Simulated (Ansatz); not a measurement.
Reference: Si (Fd-3m), PBE, finite-displacement electron-phonon coupling, linearised Boltzmann equation (plane waves, PAW, scalar-relativistic; Ansatz, a first-principles code); axes and stresses refer to this cell.

```
Si
1.0
    0.00000     2.73510     2.73510
    2.73510     0.00000     2.73510
    2.73510     2.73510     0.00000
Si
2
Direct
  0.00000   0.00000   0.00000
  0.25000   0.25000   0.25000
```

* **electron mobility at 300 K along x**: 1340 cm²/(V·s)

Problem. Change: hydrostatic pressure 6 GPa. What happens to electron mobility at 300 K along x?

Solution. electron mobility at 300 K along x increases to 1540 cm²/(V·s).

Dilute carriers scattered by harmonic phonons alone; a coarser fine mesh moves the values by up to 2 %. Spin-orbit coupling is left out unless a row names it. Stresses and pressures are the targets of the relaxation.  The structure type is held under load, also where the real crystal would transform.
